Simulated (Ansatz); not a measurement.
For BAs (model structure, started from the PtS type, P4₂/mmc, No. 131, 4 atoms in the cell), PBE (PAW; Ansatz, a program for electronic structure) gives:

```
Property               Value
-------------------  -------
lattice parameter a  3.175 Å
c axis length        5.739 Å
```

**Question.** What does PBE-D3(BJ) in Ansatz (plane waves, PAW) give for the same quantities?

**Answer.** 
- lattice constant a: 3.135 Å (shrinks by 1.3 %)
- lattice parameter c: 5.698 Å (decreases by 0.7 %)

Changes are worked out from the printed values.

Unless a cell is named, each level is at its own relaxed cell (PBE 14.46, PBE-D3(BJ) 14.00 Å³/atom).

Ansatz's density-functional and Hartree–Fock values are scalar-relativistic unless marked +SOC, with PAW data made under PBE.

A model structure was made by putting elements into a prototype or built by hand; it is no filed structure, need not be a known phase, and can be a saddle point held by its symmetry.
